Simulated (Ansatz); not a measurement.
Given:

```yaml
crystal:
  lattice:
    - [3.14760, 0.00000, 0.00000]
    - [-1.57380, 2.69758, 0.00000]
    - [0.00000, 0.00000, 11.77332]
  atoms:
    - { symbol: W, position: [0.33346, 0.66693, 0.25000] }
    - { symbol: W, position: [0.66654, 0.33307, 0.75000] }
    - { symbol: S, position: [0.33252, 0.66504, 0.61695] }
    - { symbol: S, position: [0.66748, 0.33496, 0.11695] }
    - { symbol: S, position: [0.66748, 0.33496, 0.38305] }
    - { symbol: S, position: [0.33252, 0.66504, 0.88305] }
```

No spin polarisation.

Calculations: Kohn–Sham DFT with the PBEsol-D3(BJ) functional, run in Ansatz (a first-principles code) with PAW and 420 eV plane waves, spin-orbit coupling left out, earlier PAW set. Γ-centred 12×12×3 mesh, Fermi–Dirac width 0.05 eV.

**Question.** Predict the valence-band top at Γ, gap character, smallest direct gap and band gap.

**Answer.** The valence-band top at Γ (three highest levels, from the VBM) is 0.00, -1.26, -1.54 eV. The gap character is indirect, Γ → k = (0.167, 0.167, 0) in the run's primitive reciprocal basis, the smallest direct gap comes out as 1.85 eV and the band gap comes out as 0.67 eV.

Spin-orbit coupling, missing from the scalar runs, can matter with W. The cells carry an imposed strain or load. No phonon test of stability was made. The cell was made from WS2 in the 2H-MoS2 type structure (space group P6_3/mmc, No. 194; layered, stacked along the Cartesian z axis) by this change: uniaxial strain ε_xx = +1.05 %.
